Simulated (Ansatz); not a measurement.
We consider C11b WSi2, described by rVV10 (plane waves, PAW; Ansatz, an electronic-structure program).

The run printed, among other lines:

```
Relaxation: its limit of steps is 80 (relax.max_steps)
Crystal: 3 atoms, lattice volume = 40.636 Å³
Basis set: ecut = 520 eV, 1079 PW (Γ), exchange–correlation on 72×72×72 points (8 copies of the dense FFT grid, shifted against one another)
Bands: 15, of which v1, the nominal top of the filled ones, is band 11 counted from 1 (10 counted from 0)
Symmetry: 16 space group operations
Space group: I4/mmm (ITA 139), of the structure as read, at distance tolerance 3.4e-5 Å
k-points: 1063 of 13824
Functional: x = rpw86, c = pbe(β = 0.06672455060314922) + rvv10(b = 6.3, C = 0.0093)
SCF iter   1: F=—  HF=-11744.967668 eV  |F-HF|=—  |Δ(HF+E_count)|=         —  Δρ=9.85e-3  dr2=8.09e-2
SCF iter   2: F=—  HF=-11744.951231 eV  |F-HF|=—  |Δ(HF+E_count)|=   1.64e-2  Δρ=3.13e-3  dr2=6.32e-3
  ...
SCF 1 converged in 6 iterations: F = -11744.950165 eV  dr2 = 8.82e-9
Crystal: 3 atoms, lattice volume = 40.636 Å³
Initial density: handed on by an earlier stage of this run
SCF 2 converged in 4 iterations: F = -11744.950394 eV  dr2 = 2.10e-8
Crystal: 3 atoms, lattice volume = 40.636 Å³
SCF 3 converged in 3 iterations: F = -11744.950414 eV  dr2 = 5.90e-8
Crystal: 3 atoms, lattice volume = 40.636 Å³
SCF iter   4: F=—  HF=-11744.950414 eV  |F-HF|=—  |Δ(HF+E_count)|=  2.96e-10  Δρ=1.87e-7  dr2=1.02e-11
SCF iter   5: F=-11744.950414 eV  HF=-11744.950414 eV  |F-HF|=9.09e-12  |Δ(HF+E_count)|=  7.28e-12  Δρ=2.38e-8  dr2=1.88e-13
SCF 4 converged in 5 iterations: F = -11744.950414 eV  dr2 = 1.88e-13
SCF converged after 5 iterations
Free energy (F): -11744.950414 eV
Internal energy: -11744.948188 eV  (E = F + TS)
E sigma→0 (E₀):  -11744.949301 eV
Fermi energy:    16.753475 eV
--- Forces (eV/Å), atoms counted from 1 ---
  atom   1  Si    -0.00000000     0.00000000     0.00148899
  atom   2  Si    -0.00000000     0.00000000    -0.00148899
  atom   3  W      0.00000000     0.00000000     0.00000000
--- Stress (GPa, compression-positive) ---
        4.427001       0.000000      -0.000000
        0.000000       4.427001       0.000000
       -0.000000       0.000000       4.406147
  P = ⅓ Tr σ = 4.4200 GPa (44.200 kbar)
```

Problem. Write an input file that could have produced this run (the log leaves some choices open).

Solution. One answer among several that fit: 
Ansatz 0.2 input:
```yaml
crystal:
  lattice:
    - [-1.6091845943, 1.6091845943, 3.9231796137]
    - [1.6091845943, -1.6091845943, 3.9231796137]
    - [1.6091845943, 1.6091845943, -3.9231796137]
  atoms:
    - { symbol: Si, position: [0.6656532606, 0.6656532606, 0.0] }
    - { symbol: Si, position: [0.3343467394, 0.3343467394, 0.0] }
    - { symbol: W, position: [0.0, 0.0, 0.0] }
basis:
  ecutwfc: 520
  ecutrho_ratio: 4
  xc_grid: 2
kpoints:
  mp_grid: { grid: [24, 24, 24] }
hamiltonian:
  xc: { exchange: rpw86, correlation: pbe }
  dispersion: rvv10
  pseudopotentials: { kind: paw }
scf:
  occupations: { method: fermi_dirac, width: 0.05 }
output:
  forces: true
  stress: true
  eigenvalues: true
relax:
  f_tol: 0.004
  escape_saddle: false
  max_steps: 80
  cell: { stress_tol: 0.02, fix: [volume] }
```

The cell is one volume of an energy–volume scan, off the minimum.

The PAW data were made under PBE.
